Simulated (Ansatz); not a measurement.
```
CELL_PARAMETERS angstrom
      0.00000     2.22769     2.20541
      2.22769     0.00000     2.20541
      2.22769     2.22769     0.00000
ATOMIC_POSITIONS crystal
  Ga 0.00000 0.00000 0.00000
  N  0.25000 0.25000 0.25000
```

No spin polarisation.

Method: Kohn–Sham DFT with the LDA functional, run in Ansatz (a first-principles code) with PAW and 420 eV plane waves, no spin-orbit coupling. k-mesh 13×13×13 (Γ-centred); smearing 0.05 eV (Fermi–Dirac).

### Question
Predict the pressure and band gap.

### Answer
The pressure (mean of the normal stresses, compression positive) is 20.7 kbar. The band gap is 1.99 eV.

The cells carry an imposed strain or load. Whether these cells are dynamically stable was not tested. The cell was made from GaN in the zinc blende structure (space group F-43m, No. 216) by this change: uniaxial strain ε_zz = −1.00 %. This is not the structure that GaN has at room temperature and ambient pressure.
